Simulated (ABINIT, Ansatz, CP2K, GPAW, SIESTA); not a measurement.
**Code comparison for CdSe (P6_3mc, 4 atoms in the cell)**

Band-structure calculation.

```
CdSe
1.0
    4.32827     0.00000     0.00000
   -2.16414     3.74839     0.00000
    0.00000     0.00000     7.06077
Cd Se
2 2
Direct
  0.66667   0.33333   0.49995
  0.33333   0.66667   0.99995
  0.66667   0.33333   0.87591
  0.33333   0.66667   0.37591
```

Shared settings, as Ansatz (a program for electronic structure) writes them: kpoints.mp_grid.grid = 5 5 3; scf.occupations.method = fermi_dirac; scf.occupations.width = 0.0007 Ry. Potentials and cutoffs stand in the table.

```
code                                                                                                                      model  gap along the path (eV)  smallest direct gap (eV)       cutoff
------  -----------------------------------------------------------------------------------------------------------------------  -----------------------  ------------------------  -----------
Ansatz                                                                                                   PBE, default PAW files                     0.63                      0.63      default
ABINIT                                                                                              PBE, PAW (JTH v2.0 PBE PAW)                     0.62                      0.62        40 Ry
SIESTA  GGA PBE, numerical atomic orbitals DZP, PseudoDojo PBE standard norm-conserving potentials (rewritten from UPF to PSML)                     0.86                      0.86  grid 300 Ry
CP2K                                                    PBE, GPW, DZVP-MOLOPT-SR-GTH basis, GTH-PBE potentials (GTH_POTENTIALS)                     0.63                      0.63  grid 500 Ry
GPAW                                                                               PBE, GPAW PAW datasets PBE (gpaw-data 1.0.1)                     0.62                      0.62       600 eV
```

The spread over the programs that give each value: gap along the path within 0.24 eV; smallest direct gap within 0.24 eV.

SIESTA and CP2K use small atom-centred bases, whose incompleteness enters pressures, forces and empty levels differently from a plane-wave cutoff.

In the gap along the path, SIESTA stands apart from the plane-wave programs.

The starting cell comes from a database of computed structures (which also holds hypothetical and non-ambient phases and stackings), without a prior relaxation at this level. Its lattice was rescaled by a random factor within 2.5 % of one.

Left out of this page: Quantum ESPRESSO and FLEUR (not drawn, or without a comparable value).

Keys are those of Ansatz 0.2.
